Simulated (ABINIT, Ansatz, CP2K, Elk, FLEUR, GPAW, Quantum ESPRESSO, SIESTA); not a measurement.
# One structure in several programs: As₂Ru (Pnnm, 6 atoms in the cell)

Self-consistent single point.

```xyz
6
Lattice="5.4356 0.0000 0.0000 0.0000 6.2059 0.0000 0.0000 0.0000 3.0011" Properties=species:S:1:pos:R:3 pbc="T T T"
As     1.7895     5.3765     1.5006
As     3.6461     0.8294     1.5006
As     4.5073     3.9324     0.0000
As     0.9283     2.2735     0.0000
Ru     2.7178     3.1030     1.5006
Ru     0.0000     0.0000     0.0000
```

All programs got the same cell, k-point mesh and kind of occupations (in Ansatz's words: kpoints.mp_grid.grid = 3 3 6; scf.occupations.method = fermi_dirac; scf.occupations.width = 0.01 eV); potentials, basis and cutoffs are each program's usual ones.

```csv
code,model,pressure (GPa),largest force (eV/Å),gap on the mesh (eV),k-points,cutoff
Elk,"LDA (PW92), all-electron FP-LAPW, Elk's shipped species files, APW+lo basis with extra local orbitals",–,–,0.668,16,rgkmax 8
SIESTA,"LDA PW92, numerical atomic orbitals DZP, PseudoDojo LDA standard norm-conserving potentials (rewritten from UPF to PSML)",-1.18,0.596,0.608,32,grid 300 Ry
CP2K,"LDA (Pade form), GPW, DZVP-MOLOPT-SR-GTH basis, GTH-PADE potentials (GTH_POTENTIALS)",-8.30,0.197,0.668,28,grid 500 Ry
GPAW,"LDA (Perdew-Wang 92), GPAW PAW datasets LDA (gpaw-data 1.0.1)",-6.04,0.196,0.645,16,600 eV
Quantum ESPRESSO,"LDA (PZ), GBRV 1.5 ultrasoft (LDA) pseudopotentials",-5.22,0.192,0.667,16,40 Ry
Ansatz,"LDA (PW92), PAW files made with PBE",-6.27,0.179,0.664,16,420 eV
ABINIT,"LDA (PW92), PAW (JTH v2.0 LDA PAW)",-6.09,0.183,0.649,16,20 Ha
FLEUR,"LDA (Vosko-Wilk-Nusair), all-electron FLAPW (FLEUR), scalar-relativistic valence",–,0.221,0.641,16,Kmax 3.6 1/bohr
```

A dash marks a value that a program does not give, or that is left out as unsure.

Gaps are read on the mesh. Another mesh or the band path gives a smaller gap, so these values are not converged in the mesh.

The spread over the programs that give each value: pressure within 7.12 GPa; largest force within 0.417 eV/Å; gap on the mesh within 0.060 eV.

The starting cell comes from a database of computed structures (which also holds hypothetical and non-ambient phases and stackings), without a prior relaxation at this level. On Ansatz's run: In the base run, with a pressure of about -6 GPa the cell is away from its equilibrium volume at this level. Another mesh or the band path of this cell gives a smaller gap, so this value is not converged in the mesh.

Task: Why do the programs differ, and what cannot be compared?

Result: Differences of this kind can come from the potentials, where these differ, and from what each basis and cutoff leave unconverged. The valence holds different numbers of electrons (SIESTA 92, CP2K 52, GPAW 52, Quantum ESPRESSO 52, Ansatz (a quantum-chemistry and plane-wave program) 92, ABINIT 92, FLEUR 88). The zero of total energies and Fermi levels follows the potentials and each program's conventions, so they are not compared here. SIESTA and CP2K use small atom-centred bases, whose incompleteness enters pressures, forces and empty levels differently from a plane-wave cutoff. Elk and FLEUR treat all electrons, but the usual bases taken here (sphere radii, linearisation, local orbitals, empty states) were not tested for convergence, so the values are no reference for the others. Ansatz's pressure is given at a fixed set of plane waves, as the other plane-wave codes print theirs; with its correction for the finite basis it is -6.16 GPa. The same LDA comes in different parametrisations, which differ slightly. The programs reduce the same mesh by symmetry to different extents, which changes the work and not the result. In the pressure, SIESTA (by 4.88) and CP2K (by 2.24) lie more than 1 GPa from the median of the plane-wave programs. In the force vectors, SIESTA (by 0.421) lies more than 0.08 eV/Å from the median of the plane-wave programs.

Keys are those of Ansatz 0.2.
